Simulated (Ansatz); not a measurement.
The starting structures come from a database of crystals and need not be the phases stable at ambient conditions.

By PBEsol, the system below comes out a metal.

Data:

```yaml
crystal:
  lattice:
    - [3.26200, 0.00000, 0.00000]
    - [0.00000, 3.26200, 0.00000]
    - [0.00000, 0.00000, 3.26200]
  atoms:
    - { symbol: Zr, position: [0.50000, 0.50000, 0.50000] }
    - { symbol: Ru, position: [0.00000, 0.00000, 0.00000] }
```

Space group of this cell: Pm-3m, CsCl type. The cell is taken as given; by PBEsol its mean pressure is -5.2 GPa.

The current runs along the normal of the first two printed vectors, the (001) plane. All runs by Ansatz (an electronic-structure program), plane waves and PAW, without spin-orbit coupling; the base is PBEsol.

```tsv
run	mean pressure (GPa)	G/A, both spins (10¹⁵ S/m²)
base	-5.2	0.45
all lengths scaled by 0.98	7.0	0.50
all lengths scaled by 1.02	-14.4	…
lengths across the current scaled by 0.98, ions clamped	2.6	0.49
lengths across the current scaled by 1.02, ions clamped	-11.6	…
lengths along the current scaled by 0.97, ions clamped	0.6	0.50
lengths along the current scaled by 1.03, ions clamped	-10.1	0.43
```

**Question.** Complete the blanks.

**Answer.** 
- all lengths scaled by 1.02, G/A, both spins (10¹⁵ S/m²): 0.40
- lengths across the current scaled by 1.02, ions clamped, G/A, both spins (10¹⁵ S/m²): 0.42
